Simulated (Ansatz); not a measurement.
Pair distribution function (total) of Al (fcc), cell Al108, started from the crystal, held near 10 GPa [in the run: it stayed crystalline; mean temperature 296 K (target 300 K); density 2.97 g/cm³, volume -9 % from the start crystal's; one k-point, which a denser mesh shifts by 0.1 GPa in pressure and 0.03 eV/Å in forces], from MD at 296 K. Level of theory: PBE (plane waves, PAW; Ansatz, an electronic-structure program). Volume per atom 15.11 Å³, mean pressure 9.9 GPa. 

(r (Å), g(r)): (1.78, 0.00); (1.82, 0.00); (1.86, 0.00); (1.90, 0.00); (1.94, 0.00); (1.98, 0.00); (2.02, 0.00); (2.06, 0.00); (2.10, 0.00); (2.14, 0.00); (2.18, 0.00); (2.22, 0.00); (2.26, 0.00); (2.30, 0.00); (2.34, 0.00); (2.38, 0.00); (2.42, 0.00); (2.46, 0.00); (2.50, 0.04); (2.54, 0.23); (2.58, 0.74); (2.62, 1.99); (2.66, 4.00); (2.70, 6.47); (2.74, 7.93); (2.78, 8.13); (2.82, 6.86); (2.86, 4.88); (2.90, 3.01); (2.94, 1.53); (2.98, 0.67); (3.02, 0.25); (3.06, 0.09); (3.10, 0.03); (3.14, 0.01); (3.18, 0.00); (3.22, 0.00); (3.26, 0.00); (3.30, 0.00); (3.34, 0.00); (3.38, 0.00); (3.42, 0.00); (3.46, 0.00); (3.50, 0.00); (3.54, 0.00); (3.58, 0.01); (3.62, 0.03); (3.66, 0.07); (3.70, 0.18); (3.74, 0.37); (3.78, 0.69); (3.82, 1.09); (3.86, 1.52); (3.90, 1.82); (3.94, 1.84); (3.98, 1.55); (4.02, 1.15); (4.06, 0.74); (4.10, 0.38); (4.14, 0.18); (4.18, 0.07); (4.22, 0.02); (4.26, 0.01); (4.30, 0.00); (4.34, 0.00); (4.38, 0.00); (4.42, 0.00); (4.46, 0.01); (4.50, 0.06); (4.54, 0.17); (4.58, 0.44); (4.62, 0.96); (4.66, 1.81); (4.70, 2.94); (4.74, 4.03); (4.78, 4.75); (4.82, 4.81); (4.86, 4.16); (4.90, 3.14); (4.94, 1.98); (4.98, 1.11); (5.02, 0.53); (5.06, 0.23); (5.10, 0.08); (5.14, 0.03); (5.18, 0.01); (5.22, 0.01); (5.26, 0.03); (5.30, 0.09); (5.34, 0.22)

Q: From these data, give where the first shell ends and the number of neighbours in it.

A: g is nil from 3.2 to 3.5 Å, so any cut there serves; 12.0 neighbours in the shell, from n = 4πρ∫r²g(r)dr.
